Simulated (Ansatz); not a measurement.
Response to strain in HfO2

The parent structure is HfO2 (space group Pca2_1, No. 29).

```
HfO2
1.0
    5.29439     0.00000     0.00000
    0.00000     5.06979     0.00000
    0.00000     0.00000     5.10183
Hf O
4 8
Cartesian
  0.17255   1.35008   1.27376
  5.12184   3.71971   3.82467
  2.81975   3.71971   1.27376
  2.47464   1.35008   3.82467
  1.93467   0.34277   0.54338
  3.35972   4.72702   3.09429
  4.58186   4.72702   0.54338
  0.71253   0.34277   3.09429
  1.21358   2.72349   5.10095
  4.08081   2.34630   2.55004
  3.86078   2.34630   5.10095
  1.43361   2.72349   2.55004
```

Cartesian axes are those of the cell as printed.

Strains are applied to the cell and any free atomic positions relax; under biaxial strain the out-of-plane vector relaxes too; under stress the whole cell relaxes.

The values are results of Kohn–Sham DFT with the PBE functional, run in Ansatz (an electronic-structure program) with PAW and 420 eV plane waves, no SOC, earlier PAW set, not measurements.

Candidates:
(a) uniaxial strain ε_zz = −5.99 %
(b) uniaxial stress, 8 GPa tension along z
(c) biaxial strain +2.05 %, plane normal [001], relaxed out of plane
(d) isotropic strain −3.29 %

Before the change:

The band gap comes out as 4.39 eV.

Task: Order them by band gap, highest first.

Result: (d) isotropic strain −3.29 % (4.66 eV), (c) biaxial strain +2.05 %, plane normal [001], relaxed out of plane (4.44 eV), (b) uniaxial stress, 8 GPa tension along z (4.33 eV), (a) uniaxial strain ε_zz = −5.99 % (4.26 eV)

Spin-orbit coupling, missing from the scalar runs, can matter with Hf. Beyond what the load breaks, stability against distortions was not tested. This is not the structure that HfO2 has at room temperature and ambient pressure.
